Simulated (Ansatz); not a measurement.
The parent structure is a 15-atom supercell of SrTiO3 in the cubic perovskite structure (space group Pm-3m, No. 221; a = 3.891 Å) at its relaxed geometry.

Method: PBEsol (Ansatz, a first-principles code, PAW, scalar-relativistic without spin-orbit coupling).

One neutral defect a cell, atoms relaxed at fixed cell.

One change was made to it. Results:

```csv
quantity,base,after
largest displacement of a host atom from its site in the perfect cell,–,1.24 Å
pressure,0.0 GPa,20.9 GPa
```

Problem. Which change produced these results?
A) Y on a Sr site
B) Ti interstitial (started 1.95 Å from the nearest host atom)
C) Sr on a O site (antisite)

Solution. C, Sr on a O site (antisite). For comparison, the largest displacement of a host atom from its site in the perfect cell in the other runs: Y on a Sr site gives 0.37 Å; Ti interstitial (started 1.95 Å from the nearest host atom) gives 0.62 Å.

Other magnetic orders, which the real material may have, were not ruled out. In so small a cell the defect repeats every few ångströms: this is an ordered compound, not a dilute defect. A case with no gap was solved on a k-mesh chosen for an insulator, which is coarse for it. Starting moments died away, wholly or in part, for Sr on a O site (antisite) and Y on a Sr site; another magnetic solution may exist. No Hubbard U is applied, and correlation can decide whether such a compound is a metal. Spin-polarised in the final run: Sr on a O site (antisite), Y on a Sr site and Ti interstitial (started 1.95 Å from the nearest host atom); the other runs are not. Many cubic perovskites are stable only at high temperature; tilts and polar distortions were not tested.
